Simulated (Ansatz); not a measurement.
Consider CoSi$_{2}$ (space group Fm-3m, No. 225; a = 5.3149 Å; non-magnetic).

Calculations: r2SCAN (Ansatz, a program for electronic structure; PAW; 500 eV plane waves; scalar-relativistic without spin-orbit coupling).

Base values:

- Pressure = 0.0 GPa

Perturbation: every lattice vector is stretched by 5.00 %, atoms relaxed at fixed cell.

**Question.** Predict the new energy relative to the base and pressure.

**Answer.** The energy rises by 145 meV/atom; the pressure goes from zero to -20.6 GPa.

The cells carry an imposed strain or load. Whether these cells are dynamically stable was not tested. Seeded moments were not kept for the base. The final runs are not spin-polarised. An odd electron count without spin: CoSi2.
